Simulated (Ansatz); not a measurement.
Input:

```yaml
crystal:
  lattice:
    - [-2.73416, 2.73416, 5.19186]
    - [2.73416, -2.73416, 5.19186]
    - [2.73416, 2.73416, -5.19186]
  atoms:
    - { symbol: Cu, position: [0.00000, 0.00000, 0.00000] }
    - { symbol: Cu, position: [0.75000, 0.25000, 0.50000] }
    - { symbol: Zn, position: [0.25000, 0.75000, 0.50000] }
    - { symbol: Sn, position: [0.50000, 0.50000, 0.00000] }
    - { symbol: S, position: [0.63657, 0.62899, 0.52591] }
    - { symbol: S, position: [0.10308, 0.11066, 0.47409] }
    - { symbol: S, position: [0.37101, 0.89692, 0.00758] }
    - { symbol: S, position: [0.88934, 0.36343, 0.99242] }
```

No spin polarisation.

The values are results of Kohn–Sham DFT with the PBE functional, run in Ansatz (an electronic-structure program) with PAW and 420 eV plane waves, spin-orbit coupling left out, not measurements. k-mesh 9×9×9 (Γ-centred); smearing 0.05 eV (Fermi–Dirac).

Problem. Predict the pressure (mean of the normal stresses, compression positive).

Solution. 3.9 GPa.

Problem. Estimate the space group.

Solution. I-4 (No. 82).

Problem. What is the computed valence-band top at Γ (three highest levels, from the VBM)?

Solution. 0.00, -0.17, -0.17 eV.

The levels and masses belong to the bands next to the band gap. The cells carry an imposed strain or load. No phonon test of stability was made. All final runs are without spin polarisation. The cell was made from ZnCu₂SnS₄ (space group I-4, No. 82) by this change: uniaxial strain ε_zz = −5.04 %.
